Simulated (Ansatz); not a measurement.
ReRu₃ (model structure, started from the A15 type, Pm-3n, No. 223, 8 atoms in the cell) was calculated with LDA in Ansatz (plane waves, PAW).

Settings: plane-wave cutoff 520 eV, 12×12×12 k mesh, Fermi–Dirac smearing 0.05 eV, no spin polarisation, scalar-relativistic PAW data made under PBE.

Cell (relaxed at this level):

```cif
data_Re2Ru6
_chemical_formula_sum 'Ru6 Re2'
_space_group_name_H-M_alt 'Pm-3n'
_space_group_IT_number 223
_space_group_name_Hall '-P 4n 2 3'
_cell_length_a 4.79328
_cell_length_b 4.79328
_cell_length_c 4.79328
_cell_angle_alpha 90.000
_cell_angle_beta 90.000
_cell_angle_gamma 90.000
loop_
_atom_site_label
_atom_site_type_symbol
_atom_site_symmetry_multiplicity
_atom_site_Wyckoff_symbol
_atom_site_fract_x
_atom_site_fract_y
_atom_site_fract_z
_atom_site_occupancy
Ru1 Ru 6 c 0.00000 0.50000 0.25000 1
Re1 Re 2 a 0.00000 0.00000 0.00000 1
```

Question: What does this level give for the bulk modulus B0?

Answer: 
- bulk modulus B0 = 354 GPa

Note: the run has no spin polarisation, so it can have missed a magnetic state; the bulk modulus is −V dP/dV from two relaxed cells at ±2 % in volume; the relaxation could raise the start's symmetry but not lower it, so the cell can be a saddle point.

Spin–orbit coupling is not included.

It cost around 5 core-minutes (rough) of CPU time.

A model structure was made by putting elements into a prototype or built by hand; it is no filed structure, need not be a known phase, and can be a saddle point held by its symmetry.

Ansatz is a quantum-chemistry and plane-wave program.
